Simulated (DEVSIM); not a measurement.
Structure: abrupt Ge n-p junction, at 300 K.

```
layer (left to right)  material  thickness (μm)  Nd (cm⁻³)  Na (cm⁻³)   τn (s)   τp (s)
---------------------  --------  --------------  ---------  ---------  -------  -------
1                            Ge            1.30     1.6e16          -  0.00097  0.00097
2                            Ge            14.0          -     1.1e15  0.00097  0.00097
```

Left contact: ohmic. Right contact: ohmic. Voltage is applied to the left contact. Recombination: SRH at mid-gap. Mobility is μmin + (μ − μmin)/(1 + (N/Nref)^α).

Constants are typed, rounded textbook-type inputs, not results; the design itself was drawn at random and stands for no fabricated device. Values at 300 K.

```tsv
parameter	Ge
gap (eV)	0.664
affinity (eV)	4
permittivity	16
Nc (cm⁻³)	1.04e19
Nv (cm⁻³)	6e18
μn (cm²/Vs)	3900
μp (cm²/Vs)	1900
μn,min	150
μp,min	100
Nref,n	2.6e17
Nref,p	4e17
αn	0.56
αp	0.6
```

Simulated with DEVSIM: 1D drift-diffusion, Boltzmann statistics, complete ionisation; no tunnelling, impact ionisation, image-force lowering or self-heating.

Tabulate band edges, carrier densities and field at zero bias.

Energies count from the Fermi level of the right contact; mesh points crowd at the junctions.

| x (μm) | Ec (eV) | Ev (eV) | n (cm⁻³) | p (cm⁻³) | field (V/cm) |
|---|---|---|---|---|---|
| 0.000 | 0.167 | -0.497 | 1.6e16 | 2.7e10 | ≈ 0 |
| 0.02769 | 0.167 | -0.497 | 1.6e16 | 2.7e10 | ≈ 0 |
| 0.09054 | 0.167 | -0.497 | 1.6e16 | 2.7e10 | ≈ 0 |
| 0.2187 | 0.167 | -0.497 | 1.6e16 | 2.7e10 | ≈ 0 |
| 0.6500 | 0.167 | -0.497 | 1.6e16 | 2.7e10 | ≈ 0 |
| 1.017 | 0.167 | -0.497 | 1.6e16 | 2.7e10 | ≈ 0 |
| 1.179 | 0.170 | -0.494 | 1.5e16 | 3.0e10 | 550 |
| 1.272 | 0.189 | -0.475 | 6.8e15 | 6.4e10 | 5100 |
| 1.301 | 0.209 | -0.455 | 3.2e15 | 1.4e11 | 8400 |
| 1.330 | 0.232 | -0.432 | 1.3e15 | 3.3e11 | 7300 |
| 1.399 | 0.277 | -0.387 | 2.3e14 | 1.9e12 | 6000 |
| 1.629 | 0.380 | -0.284 | 4.3e12 | 1.0e14 | 3100 |
| 2.041 | 0.437 | -0.227 | 4.8e11 | 9.0e14 | 340 |
| 3.001 | 0.442 | -0.222 | 4.0e11 | 1.1e15 | ≈ 0 |
| 6.243 | 0.442 | -0.222 | 4.0e11 | 1.1e15 | ≈ 0 |
| 10.65 | 0.442 | -0.222 | 4.0e11 | 1.1e15 | ≈ 0 |
| 13.25 | 0.442 | -0.222 | 4.0e11 | 1.1e15 | ≈ 0 |
| 14.37 | 0.442 | -0.222 | 4.0e11 | 1.1e15 | ≈ 0 |
| 14.99 | 0.442 | -0.222 | 4.0e11 | 1.1e15 | ≈ 0 |
| 15.18 | 0.442 | -0.222 | 4.0e11 | 1.1e15 | ≈ 0 |
| 15.26 | 0.442 | -0.222 | 4.0e11 | 1.1e15 | ≈ 0 |
| 15.30 | 0.442 | -0.222 | 4.0e11 | 1.1e15 | ≈ 0 |
